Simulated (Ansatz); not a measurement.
# Mo2N (R-3m): band-structure transport figures

Given:

```
Mo2N
1.0
    1.43628     0.82924     4.93086
   -1.43628     0.82924     4.93086
    0.00000    -1.65848     4.93086
Mo N
2 1
Direct
  0.24328   0.24328   0.24328
  0.75672   0.75672   0.75672
  0.00000   0.00000   0.00000
```

These are PBEsol, rigid bands (plane waves, PAW, scalar-relativistic; Ansatz, a first-principles code) values and carry that method's errors. Geometry: cell and atoms relaxed with PBEsol.

The density of states at the Fermi level comes out as 1.68 states/(eV·cell), both spins. The bare Sommerfeld coefficient comes out as 1.32 mJ/(mol of atoms·K²). The drude plasma energy is 5.2 (x), 5.2 (y), 4.1 (z) eV. The root-mean-square Fermi velocity is 4.4e5 m/s and the resistivity times τ is 18.0 (x), 18.0 (y), 29 (z) ×10⁻²² Ω·m·s.

A metal at this level (no band gap); rigid bands, thermally averaged at 300 K, both spins. Spin-orbit coupling is left out. τ is one relaxation time for all states.

Computed structure with no diffraction record at hand here (it may be known, metastable or hypothetical): Mo2N (R-3m).
